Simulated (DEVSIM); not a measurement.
Device: abrupt Si p-n junction, at 300 K.

```
layer (left to right)  material  thickness (μm)  Nd (cm⁻³)  Na (cm⁻³)  τn (s)  τp (s)
---------------------  --------  --------------  ---------  ---------  ------  ------
1                            Si            63.0          -       2e15  0.0003  0.0003
2                            Si            10.0     1.5e14          -  0.0003  0.0003
```

Left contact: ohmic. Right contact: ohmic. Voltage is applied to the left contact. Recombination: SRH at mid-gap, Auger. Mobility is constant in doping.

Constants are typed, rounded textbook-type inputs, not results; the design itself was drawn at random and stands for no fabricated device. Values at 300 K.

| parameter | Si |
|---|---|
| gap (eV) | 1.124 |
| affinity (eV) | 4.05 |
| permittivity | 11.7 |
| Nc (cm⁻³) | 2.86e19 |
| Nv (cm⁻³) | 3.1e19 |
| μn (cm²/Vs) | 1417 |
| μp (cm²/Vs) | 470 |
| Cn (cm⁶/s) | 2.8e-31 |
| Cp (cm⁶/s) | 9.9e-32 |

Model (solved in DEVSIM): 1D drift-diffusion, Boltzmann statistics, complete ionisation; no tunnelling, impact ionisation, image-force lowering or self-heating.

Question: Tabulate band edges, carrier densities and field at 0.9 V on the left contact.

Answer: Energies count from the Fermi level of the right contact; mesh points crowd at the junctions.

```tsv
x (μm)	Ec (eV)	Ev (eV)	n (cm⁻³)	p (cm⁻³)	field (V/cm)
0.000	-0.025	-1.149	58000	2.0e15	68
0.04824	-0.025	-1.149	6.4e12	2.0e15	68
0.1933	-0.024	-1.148	2.5e13	2.0e15	67
0.6298	-0.021	-1.145	7.8e13	2.1e15	64
2.702	-0.009	-1.133	2.7e14	2.3e15	54
8.176	0.017	-1.107	5.6e14	2.6e15	44
24.64	0.083	-1.041	8.7e14	2.9e15	37
53.37	0.185	-0.939	9.8e14	3.0e15	35
59.81	0.207	-0.917	9.8e14	3.0e15	35
61.96	0.215	-0.909	9.9e14	3.0e15	35
62.67	0.217	-0.907	9.9e14	3.0e15	28
62.94	0.215	-0.909	1.1e15	2.7e15	-420
63.00	0.211	-0.913	1.3e15	2.3e15	-1000
63.03	0.208	-0.916	1.5e15	2.0e15	-650
63.23	0.204	-0.920	1.7e15	1.6e15	≈ 0
63.74	0.206	-0.918	1.7e15	1.5e15	43
65.26	0.213	-0.911	1.5e15	1.3e15	50
69.24	0.239	-0.885	8.5e14	7.0e14	89
72.11	0.279	-0.845	3.5e14	2.1e14	260
72.72	0.300	-0.824	2.1e14	8.7e13	460
72.92	0.310	-0.814	1.6e14	2.9e13	530
73.00	0.314	-0.810	1.5e14	770000	540
```
